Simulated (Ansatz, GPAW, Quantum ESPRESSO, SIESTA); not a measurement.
**One structure in several programs: ScCd3 (P1, 8 atoms in the cell)**

Self-consistent single point, at a second geometry (atoms moved at random). First geometry:

```
ScCd3
1.0
    6.35417     0.00000     0.00000
   -3.17708     5.50287     0.00000
    0.00000     0.00000     4.84750
Sc Cd
2 6
Direct
  0.33333   0.66667   0.25000
  0.66667   0.33333   0.75000
  0.83410   0.66820   0.25000
  0.16590   0.33180   0.75000
  0.16590   0.83410   0.75000
  0.83410   0.16590   0.25000
  0.33180   0.16590   0.25000
  0.66820   0.83410   0.75000
```

Second geometry:
```
CELL_PARAMETERS angstrom
      6.35417     0.00000     0.00000
     -3.17708     5.50287     0.00000
      0.00000     0.00000     4.84750
ATOMIC_POSITIONS crystal
  Sc 0.34115 0.66655 0.24091
  Sc 0.67201 0.34261 0.75387
  Cd 0.81561 0.66599 0.26666
  Cd 0.15853 0.31362 0.75255
  Cd 0.15904 0.83287 0.73505
  Cd 0.84462 0.17115 0.25161
  Cd 0.34194 0.17340 0.25362
  Cd 0.66710 0.83381 0.74572
```

Shared settings, as Ansatz (a program for electronic structure) writes them: kpoints.mp_grid.grid = 4 4 5; scf.occupations.method = gaussian; scf.occupations.width = 0.0073 Ry. Potentials and cutoffs stand in the table.

```json
[
 {"code": "Ansatz", "model": "LDA (PW92), PAW files made with PBE", "ΔF from the first geometry (meV/atom)": "11.5", "pressure (GPa)": "-5.15", "largest force (eV/Å)": "0.538", "cutoff": "default"},
 {"code": "GPAW", "model": "LDA (Perdew-Wang 92), GPAW PAW datasets LDA (gpaw-data 1.0.1)", "ΔF from the first geometry (meV/atom)": "11.3", "pressure (GPa)": "-5.49", "largest force (eV/Å)": "0.527", "cutoff": "800 eV"},
 {"code": "Quantum ESPRESSO", "model": "LDA (PZ), GBRV 1.5 ultrasoft (LDA) pseudopotentials", "ΔF from the first geometry (meV/atom)": "11.8", "pressure (GPa)": "-5.64", "largest force (eV/Å)": "0.546", "cutoff": "50 Ry"},
 {"code": "SIESTA", "model": "LDA PW92, numerical atomic orbitals TZP, PseudoDojo LDA standard norm-conserving potentials (rewritten from UPF to PSML)", "ΔF from the first geometry (meV/atom)": "13.0", "pressure (GPa)": "-9.21", "largest force (eV/Å)": "0.626", "cutoff": "grid 300 Ry"}
]
```

Size of the force on each atom (eV/Å): Sizes of forces hide their directions.

| code | Sc1 | Sc2 | Cd3 | Cd4 | Cd5 | Cd6 | Cd7 | Cd8 |
|---|---|---|---|---|---|---|---|---|
| Ansatz | 0.364 | 0.234 | 0.538 | 0.310 | 0.366 | 0.172 | 0.191 | 0.232 |
| GPAW | 0.361 | 0.231 | 0.527 | 0.301 | 0.357 | 0.166 | 0.185 | 0.223 |
| Quantum ESPRESSO | 0.367 | 0.235 | 0.546 | 0.323 | 0.379 | 0.182 | 0.195 | 0.243 |
| SIESTA | 0.383 | 0.248 | 0.626 | 0.337 | 0.410 | 0.161 | 0.249 | 0.259 |

The spread over the programs that give each value: ΔF from the first geometry within 1.7 meV/atom; pressure within 4.06 GPa; largest force within 0.099 eV/Å.

SIESTA uses small atom-centred bases, whose incompleteness enters pressures, forces and empty levels differently from a plane-wave cutoff. Ansatz's pressure is given at a fixed set of plane waves, as the other plane-wave codes print theirs. The same LDA comes in different parametrisations, which differ slightly. In the pressure, SIESTA (by 3.71) lies more than 1 GPa from the median of the plane-wave programs. In the force vectors, SIESTA (by 0.105) lies more than 0.08 eV/Å from the median of the plane-wave programs.

The starting cell comes from a database of computed structures (which also holds hypothetical and non-ambient phases and stackings), without a prior relaxation at this level. For this run, on top of that: atoms moved at random.

Keys are those of Ansatz 0.2.
